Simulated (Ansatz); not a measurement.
For Al (model structure, P-3m1, No. 164, 11 atoms in the cell), LDA in Ansatz (PAW) gives:

```
Item                        Value
-------------------  ------------
lattice parameter a       2.812 Å
lattice parameter c      25.410 Å
cohesive energy      4.00 eV/atom
```

Task: What does r²SCAN (plane waves, PAW; Ansatz, a program for electronic structure) give for the same quantities?

Result: 
- lattice constant a: 2.821 Å (goes up by 0.3 %)
- lattice parameter c: 25.445 Å (increases by 0.1 %)
- cohesive energy: 3.59 eV/atom (shrinks by 0.41 eV/atom)

Changes are worked out from the printed values.

Unless a cell is named, each level is at its own relaxed cell (LDA 15.82, r²SCAN 15.94 Å³/atom).

Ansatz's density-functional and Hartree–Fock values are scalar-relativistic unless marked +SOC, with PAW data made under PBE.

A model structure was made by putting elements into a prototype or built by hand; it is no filed structure, need not be a known phase, and can be a saddle point held by its symmetry.
